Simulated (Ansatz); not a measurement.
# What biaxial strain +1.25 %, plane normal [111], relaxed out of plane does to K2S

The parent structure is K2S in the anti-fluorite structure (space group Fm-3m, No. 225; a = 7.3360 Å). Axes: x, y, z lie along the cube axes.

One thing is altered: tensile biaxial strain of 1.25 % in the plane normal to [111], as in epitaxy on a mismatched substrate; the out-of-plane cell vector and the atoms relax.

Computed with Ansatz (an electronic-structure program) PBEsol, without spin-orbit coupling. k-mesh 8×8×8 (Γ-centred); smearing 0.05 eV (Fermi–Dirac).

```tsv
quantity	base	changed	shift
volume per atom	32.90 Å³	33.38 Å³	+0.48 Å³
shortest interatomic distance	317.7 pm	316.0 pm	-1.7 pm
energy relative to the base (free energy F)	0 meV/atom	+1.0 meV/atom	+1.0 meV/atom
pressure (mean of the normal stresses, compression positive)	0.01 GPa	-0.27 GPa	-0.28 GPa
band gap	2.35 eV	2.30 eV	-0.05 eV
gap character	–	indirect, F → Γ	–
smallest direct gap	2.58 eV	2.50 eV	-0.08 eV
electron mass	0.35 mₑ (at Γ)	0.35 mₑ (at Γ)	–
out-of-plane strain	–	-1.04 %	–
ratio −ε⊥/ε∥	–	0.83	–
mean in-plane stress (compression positive)	–	-0.4 GPa	–
```

Effective masses come from finite differences of ±0.01 Å⁻¹. Stability against distortions was not tested. k-point labels follow each cell's own Brillouin zone.
